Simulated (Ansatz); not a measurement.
The reference is GaN in the zinc blende structure (space group F-43m, No. 216; a = 4.498 Å). Axes: x, y, z lie along the cube axes.

Computed with PBEsol (Ansatz, an electronic-structure program), scalar-relativistic without spin-orbit coupling, earlier PAW set.

Before the change:

The band gap is 1.70 eV and the smallest direct gap is 1.70 eV.

Perturbation: a free-standing slab of 4 layers (8 atoms, 2 a layer) is cut normal to [110], with 15 Å of vacuum and the in-plane cell held at bulk.

Problem. Estimate the effect on the band gap, excess energy per area of both faces, smallest direct gap, gap character and change of the spacing d12 from its bulk value of 1.590 Å.

Solution. The band gap decreases by 0.06 eV, from 1.70 eV to 1.64 eV; the excess energy per area of both faces (slab less bulk energy over the cell's area: twice a surface energy) comes out as 3.83 J/m²; the smallest direct gap goes up by 0.09 eV (1.70 eV → 1.79 eV); the gap character comes out as indirect, Γ–Z (60 % along) → Γ; the change of the spacing d12 from its bulk value of 1.590 Å amounts to -8.3 %.

Slab and bulk use different k-meshes, which limits the precision of the excess energy. Whether these cells are dynamically stable was not tested. This is not the structure that GaN has at room temperature and ambient pressure. Labels are those of the standard path for the cell's own space group.
